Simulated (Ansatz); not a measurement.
**Formation energy of TaN (rock salt, Fm-3m) from the elements: levels of theory**

Consider the formation energy of TaN (rock salt, Fm-3m) from the elements. Reaction: Ta (bcc) + 1/2 N2 (gas) → TaN (rock salt). The sign is products less reactants. The value is per atom of the solid.

TaN (rock salt, Fm-3m), 2 atoms in the cell; metallic (partly filled levels) with PBE. Conventional cell: a = b = c = 4.416 Å, α = β = γ = 90.00°.

Ansatz (an electronic-structure program) with PAW potentials; structures come from PBE relaxations, nuclei static, no net charge. Ansatz runs with its PAW set soft_1. Other levels take these structures, unless marked own geometry. The lattices are those relaxed with PBE, so at other levels the solids can be strained, which adds to the spread. A dispersion term (D3(BJ), or D4 for r2SCAN) was computed beside these levels and is taken off wherever the name lacks it. The runs are scalar-relativistic, without spin-orbit coupling.

```json
[
 {"Functional": "PBE", "value (eV/atom)": "-0.83"},
 {"Functional": "PBE+D3(BJ)", "value (eV/atom)": "-0.97"},
 {"Functional": "LDA", "value (eV/atom)": "…"},
 {"Functional": "PBEsol", "value (eV/atom)": "-1.05"},
 {"Functional": "RPBE", "value (eV/atom)": "-0.65"},
 {"Functional": "r2SCAN+D4", "value (eV/atom)": "-1.03"},
 {"Functional": "r2SCAN (own geometry)", "value (eV/atom)": "-0.97"}
]
```

Question: Complete the blanks.

Answer: 
- LDA, value (eV/atom): -1.26

The levels shown span 0.61 eV/atom, from LDA (-1.26) to RPBE (-0.65).

Rough cost of one single point on TaN (rock salt), against PBEsol's on the same shared machine and with each level's own mesh and cutoff: r2SCAN within a factor of 2.
